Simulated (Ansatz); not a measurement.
Consider Ag in the fcc (Cu type) structure (space group Fm-3m, No. 225; relaxed with 0.1 eV smearing).

```yaml
crystal:
  lattice:
    - [0.00000, 2.05214, 2.05214]
    - [2.05214, 0.00000, 2.05214]
    - [2.05214, 2.05214, 0.00000]
  atoms:
    - { symbol: Ag, position: [0.00000, 0.00000, 0.00000] }
```

Cartesian axes are those of the cell as printed.

The values are results of r2SCAN in Ansatz (plane waves to 500 eV, PAW, no SOC), not measurements.

It is then changed as follows: biaxial strain +2.50 %, plane normal [111], relaxed out of plane (Cartesian); in-plane vectors clamped, the third vector and the atoms free.

What does the calculation give for the out-of-plane strain after the change?

The out-of-plane strain comes out as -2.24 %.

Predict the new energy relative to the base.

The energy increases by 10 meV/atom.

Stability against distortions was not tested.

Ansatz is a quantum-chemistry and plane-wave program.
